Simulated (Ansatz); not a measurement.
## Competing hops of Ta-vacancy pair in fcc Cu, neutral cell

Defect: Ta-vacancy pair (Ta on one host Cu site, one Cu site vacant) in fcc Cu, neutral cell. These are PBE, PAW (plane waves to 420 eV; Ansatz, a program for electronic structure) values and carry that method's errors.

32-site cell at the relaxed PBE lattice, a 3×3×3 k-point mesh shifted by half a step, smearing 0.10 eV, spin-restricted, no finite-size correction. Energies are static. Spin-orbit coupling is left out. Forms of the defect that were not tried may lie lower.

Barriers: single points on a 5×5×5 k-point mesh shifted by half a step at the bands' geometries.

| Route | Start site over the lowest site run (eV) | Hop (Å) | Forward barrier (eV) | Backward barrier (eV) | Neighbours at the start | Neighbours at the saddle | Saddle order | Forward, on the band's own sampling (eV) |
|---|---|---|---|---|---|---|---|---|
| a nearby Cu atom hops onto the vacant site (Ta-vacancy distance between ideal sites 2.57 → 4.45 Å) | 0.11 | 2.46 | 0.62 | 0.73 | 2 Cu at 2.52, 2 Cu at 2.53, Cu at 2.55, Cu at 2.56, 4 Cu at 2.57, Cu at 2.59 Å | Cu at 2.36, 2 Cu at 2.37, Cu at 2.38, Cu at 2.68, Cu at 2.78, Cu at 2.87, Cu at 2.90 Å | not checked | 0.61 |
| a nearby Cu atom hops onto the vacant site (Ta-vacancy distance between ideal sites 2.57 → 3.63 Å) | 0.11 | 2.45 | 0.64 | 0.58 | 2 Cu at 2.53, 3 Cu at 2.54, 3 Cu at 2.60, 2 Cu at 2.60, Cu at 2.65 Å | 2 Cu at 2.36, 2 Cu at 2.39, Cu at 2.74, Cu at 2.82, Cu at 2.85; Ta at 2.71 Å | not checked, on a symmetry element | 0.63 |
| a nearby Cu atom hops onto the vacant site (Ta-vacancy distance between ideal sites 2.57 → 5.13 Å) | 0.11 | 2.44 | 0.71 | 0.78 | 6 Cu at 2.53, 4 Cu at 2.57, Cu at 2.62 Å | 4 Cu at 2.36, 2 Cu at 2.76, 2 Cu at 2.77 Å | not checked, on a symmetry element | 0.71 |
| a nearby Cu atom hops onto the vacant site (Ta-vacancy distance between ideal sites 5.13 → 4.45 Å) | 0.03 | 2.53 | 0.82 | 0.85 | 4 Cu at 2.52, Cu at 2.55, 4 Cu at 2.56, 2 Cu at 2.59 Å | 4 Cu at 2.35, Cu at 2.74, Cu at 2.75, 2 Cu at 2.85 Å | not checked, on a symmetry element | 0.83 |

Paths come from climbing-image nudged elastic band runs.  A band can be held on a symmetry element, so unchecked saddle points there may be too high.

The whole set of runs took about 9 core-hours (a rough figure).
